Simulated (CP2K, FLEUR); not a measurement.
A CP2K input for a self-consistent single point of CdTe (F-43m, 2 atoms in the cell) (DFT PBEsol, GPW, DZVP-MOLOPT-SR-GTH basis, GTH-PBE potentials (GTH_POTENTIALS)):

```
&GLOBAL
  PROJECT calc
  RUN_TYPE ENERGY_FORCE
  PRINT_LEVEL MEDIUM
&END GLOBAL
&FORCE_EVAL
  METHOD Quickstep
  STRESS_TENSOR ANALYTICAL
  &DFT
    BASIS_SET_FILE_NAME BASIS_MOLOPT
    POTENTIAL_FILE_NAME GTH_POTENTIALS
    &QS
      METHOD GPW
      EPS_DEFAULT 1E-10
    &END QS
    &MGRID
      CUTOFF 500
      REL_CUTOFF 50
      NGRIDS 5
    &END MGRID
    &SCF
      SCF_GUESS ATOMIC
      EPS_SCF 1E-6
      MAX_SCF 100
      ADDED_MOS 4
      &DIAGONALIZATION
        ALGORITHM STANDARD
      &END DIAGONALIZATION
      &MIXING
        METHOD BROYDEN_MIXING
        ALPHA 0.4
        NBUFFER 8
      &END MIXING
    &END SCF
    &KPOINTS
      SCHEME MONKHORST-PACK 9 9 9
    &END KPOINTS
    &XC
      &XC_FUNCTIONAL
        &PBE
          PARAMETRIZATION PBESOL
        &END PBE
      &END XC_FUNCTIONAL
    &END XC
    &PRINT
      &MO
        EIGENVALUES T
        OCCUPATION_NUMBERS T
        NDIGITS 8
        FILENAME mo
        &EACH
          QS_SCF 0
        &END EACH
        ADD_LAST NUMERIC
      &END MO
      &MULLIKEN ON
      &END MULLIKEN
    &END PRINT
  &END DFT
  &SUBSYS
    &CELL
      A 4.65553600 0.00000000 0.00000000
      B 2.32776800 4.03181200 0.00000000
      C 2.32776800 1.34393700 3.80122900
      PERIODIC XYZ
    &END CELL
    &COORD
      SCALED
      Cd       0.00000000     0.00000000     0.00000000
      Te       0.25000000     0.25000000     0.25000000
    &END COORD
    &KIND Cd
      BASIS_SET DZVP-MOLOPT-SR-GTH-q12
      POTENTIAL GTH-PBE-q12
    &END KIND
    &KIND Te
      BASIS_SET DZVP-MOLOPT-SR-GTH-q6
      POTENTIAL GTH-PBE-q6
    &END KIND
  &END SUBSYS
  &PRINT
    &FORCES ON
    &END FORCES
    &STRESS_TENSOR ON
    &END STRESS_TENSOR
  &END PRINT
&END FORCE_EVAL
```

Problem. Translate this input to FLEUR.

Solution. This is the input that was run; spellings and numerical settings could be chosen otherwise.

Input of the input generator:

```
CdTe crystal
&input film=f /
0.0000000000 6.2209047029 6.2209047029
6.2209047029 0.0000000000 6.2209047029
6.2209047029 6.2209047029 0.0000000000
1.0
1.0 1.0 1.0

2
48 0.0000000000 0.0000000000 0.0000000000
52 0.2500000000 0.2500000000 0.2500000000

&comp jspins=1 /
&exco xctyp='PBEs' /
&kpt div1=9 div2=9 div3=9 /
&end /
```

```xml
<?xml version="1.0" encoding="UTF-8" standalone="no"?>
<fleurInput fleurInputVersion="0.39">
   <comment>
      CdTe crystal                                                                                        
   </comment>
   <calculationSetup>
      <cutoffs Kmax="4.0" Gmax="16.0" GmaxXC="16.0" numbands="0"/>
      <scfLoop itmax="60" minDistance="0.00001" maxIterBroyd="40" imix="Anderson" alpha="0.05" precondParam="0.0" spinf="2.0"/>
      <coreElectrons ctail="T" frcor="F" kcrel="0" coretail_lmax="0"/>
      <xcFunctional name="PBEs" relativisticCorrections="F"/>
      <magnetism jspins="1"/>
      <soc l_soc="F" theta="0.0" phi="0.0" spav="F"/>
      <expertModes spex="0" secvar="F"/>
      <geometryOptimization l_f="T" forcealpha="1.0" forcemix="BFGS" epsdisp="0.00001" epsforce="0.00001"/>
      <ldaU l_linMix="F" mixParam="0.05" spinf="1.0"/>
   </calculationSetup>
   <cell>
      <bzIntegration valenceElectrons="34.0" mode="hist" fermiSmearingEnergy="0.0001">
         <kPointListSelection listName="default-1"/>
         <!-- k-points included here -->
         <xi:include xmlns:xi="http://www.w3.org/2001/XInclude" href="kpts.xml"> </xi:include>
      </bzIntegration>
      <!-- symmetry operations included here -->
      <xi:include xmlns:xi="http://www.w3.org/2001/XInclude" href="sym.xml"> </xi:include>
      <bulkLattice scale="1.0">
         <bravaisMatrix>
            <row-1>    0.0000000000000000     6.2209047029000004     6.2209047029000004</row-1>
            <row-2>    6.2209047029000004     0.0000000000000000     6.2209047029000004</row-2>
            <row-3>    6.2209047029000004     6.2209047029000004     0.0000000000000000</row-3>
         </bravaisMatrix>
      </bulkLattice>
   </cell>
   <atomSpecies>
      <species name="Cadmium (Cd)" element="Cd" atomicNumber="48">
         <mtSphere radius="2.52" gridPoints="869" logIncrement="0.015"/>
         <atomicCutoffs lmax="10" lnonsphr="8"/>
         <electronConfig flipSpins="F">
            <coreConfig>(1s1/2) (2s1/2) (2p1/2) (2p3/2) (3s1/2) (3p1/2) (3p3/2) (4s1/2) (3d3/2) (3d5/2)</coreConfig>
            <valenceConfig>(4p1/2) (4p3/2) (5s1/2) (4d3/2) (4d5/2)</valenceConfig>
         </electronConfig>
         <energyParameters s="5" p="5" d="4" f="4"/>
         <lo type="SCLO" l="1" n="4" eDeriv="0"/>
      </species>
      <species name="Tellurium (Te)" element="Te" atomicNumber="52">
         <mtSphere radius="2.52" gridPoints="869" logIncrement="0.015"/>
         <atomicCutoffs lmax="10" lnonsphr="8"/>
         <electronConfig flipSpins="F">
            <coreConfig>(1s1/2) (2s1/2) (2p1/2) (2p3/2) (3s1/2) (3p1/2) (3p3/2) (4s1/2) (3d3/2) (3d5/2) (4p1/2) (4p3/2)</coreConfig>
            <valenceConfig>(5s1/2) (4d3/2) (4d5/2) (5p1/2) (5p3/2)</valenceConfig>
            <stateOccupation state="(5p1/2)" spinUp="0.6666666666667" spinDown="0.6666666666667"/>
            <stateOccupation state="(5p3/2)" spinUp="1.3333333333333" spinDown="1.3333333333333"/>
         </electronConfig>
         <energyParameters s="5" p="5" d="5" f="4"/>
         <lo type="SCLO" l="2" n="4" eDeriv="0"/>
      </species>
   </atomSpecies>
   <atomGroups>
      <atomGroup species="Cadmium (Cd)">
         <relPos label="                   1">.0000000000 .0000000000 .0000000000</relPos>
         <force calculate="T" relaxXYZ="TTT"/>
      </atomGroup>
      <atomGroup species="Tellurium (Te)">
         <relPos label="                   2">1.000/4.000 1.000/4.000 1.000/4.000</relPos>
         <force calculate="T" relaxXYZ="TTT"/>
      </atomGroup>
   </atomGroups>
   <output dos="F" band="F" slice="F">
      <checks vchk="F" cdinf="F"/>
      <bandDOS minEnergy="-.5*Htr" maxEnergy="0.5*Htr" sigma="0.015" storeEVData="T"/>
      <vacuumDOS vacdos="F" integ="F" star="F" nstars="0" locx1="0.0" locy1="0.0" locx2="0.0" locy2="0.0" nstm="0" tworkf="0.0"/>
      <unfoldingBand unfoldBand="F" supercellX="1" supercellY="1" supercellZ="1"/>
      <plotting iplot="0" polar="F">
         <plot TwoD="T" vec1="  1.0  0.0  0.0" vec2="  0.0  1.0  0.0" vec3="  0.0  0.0  1.0" zero="  0.0  0.0  0.0" file="plot"/>
      </plotting>
      <chargeDensitySlicing numkpt="0" minEigenval="0.0" maxEigenval="0.0" nnne="0" pallst="F"/>
      <specialOutput eonly="F"/>
      <magneticCircularDichroism mcd="F" energyLo="-10.0" energyUp="0.0"/>
   </output>
  <!-- We include the file relax.xml here to enable relaxations (see documentation) -->
  <xi:include xmlns:xi="http://www.w3.org/2001/XInclude" href="relax.xml"> <xi:fallback/> </xi:include>
</fleurInput>
```

Basis, cutoffs, solver keys and any potentials are the target program's own. This input uses DFT, PBEsol, all-electron FLAPW (FLEUR), scalar-relativistic valence.

The starting cell comes from a database of computed structures (which also holds hypothetical and non-ambient phases and stackings), without a prior relaxation at this level. Its lattice was rescaled by a random factor within 2.5 % of one.
